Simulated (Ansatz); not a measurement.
**PbF2: stress against strain**

PbF2 (fluorite, Fm-3m, 17.103 Å³/atom at rest, cube axes along x, y and z) under a strain ε along a cube axis (axis z), the other axes held. PBEsol in Ansatz, a plane-wave DFT program (PAW, default set), 420 eV, 10×10×10 Γ-centred mesh, Fermi-Dirac smearing 0.05 eV; ions are relaxed within the symmetry of each cell. Stress is positive for a compressed cell.

Here s stands for strain and y for stress zz.

| strain (%) | stress zz (GPa) |
|---|---|
| -3.00 | ? |
| -1.50 | 1.72 |
| -1.00 | 1.13 |
| -0.50 | 0.56 |
| 0.00 | -0.01 |
| 0.50 | -0.57 |
| 1.00 | -1.11 |
| 1.50 | -1.66 |

Fit y against s with a straight line, and predict the withheld value at s = -3.00.

Means: s 0, y 0.009. About the means, the sum of products is -7.8750 and the sum of squares of s is 7.0000; the slope is their ratio. Least squares gives y = 0.009 - 1.1250·s. Residuals (row less fit): 0.024, -0.004, -0.011, -0.019, -0.016, 0.006, 0.019; standard error 0.019 (degrees of freedom: 5). The slope gives the elastic constant C11 = 112 ± 0.7 GPa. At the withheld row, y = 0.009 - 1.1250 × (-3.0) = 3.384 GPa. The calculation gives 3.53 GPa, 0.146 GPa above the prediction (2.8 % of the range of y in the table). The row lies outside the fitted rows, so this is an extrapolation. From the scatter of the fitted rows alone, a prediction at this place has a standard error of 0.029 GPa, so the miss is 5.0 times that.

One order more, fitted to all 13 runs of the series, follows each within 0.01, so the miss is the next term of a smooth law. PbF2 is here the β form. Rows are the converged runs of the series near zero and its far end; series whose fitted rows scatter by over a few per cent of the range, as at a crossing or softening among them, aren't shown in this form. Most that stay on the fit to the last digits aren't either.
